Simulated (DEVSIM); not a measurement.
Device: TaN/Al2O3/SiO2/p-Si capacitor, at 400 K.

Layer 1 from the left is Al2O3, thickness (nm) 14.0. Layer 2 from the left is SiO2, thickness (nm) 0.990. Layer 3 from the left is Si, thickness (nm) 2400, Na (cm⁻³) 5.9e16.

Metal gate on the left, work function 4.4 eV. Fixed charge at the semiconductor interface 1.4e10 cm⁻² (in units of +e); no interface traps.

The device is made up for the run: typed textbook-type constants, with dimensions and the other settings drawn at random. Values at 300 K; Nc and Nv go as T^1.5, mobilities as T to minus their exponent, the gap by Varshni's rule with the affinity fixed.

Al2O3: gap (eV) 6.8, affinity (eV) 1.35, permittivity 9. SiO2: gap (eV) 9, affinity (eV) 0.9, permittivity 3.9. Si: gap (eV) 1.124, affinity (eV) 4.05, permittivity 11.7, Nc (cm⁻³) 2.86e19, Nv (cm⁻³) 3.1e19, Varshni α (eV/K) 0.000473, Varshni β (K) 636.

### Question
Estimate by hand the flat-band voltage, the threshold voltage, and compare with a numerical solution.

### Answer

- Flat-band voltage: C = 0.489 μF/cm², work-function difference -0.516 V; VFB = φms − qNf/C = -0.52 V; numerical -0.52 V.
- Threshold voltage: φF = 0.319 V, depletion charge √(4εqNφF) = 1.12e-7 C/cm²; VT = VFB + 2φF + Qd/C = 0.35 V; numerical 0.35 V.

DEVSIM, 1D Poisson equation in equilibrium, Boltzmann statistics, complete ionisation; no quantum confinement or tunnelling. Metal contacts follow the ideal Schottky-Mott rule: no Fermi-level pinning, no interface dipoles.
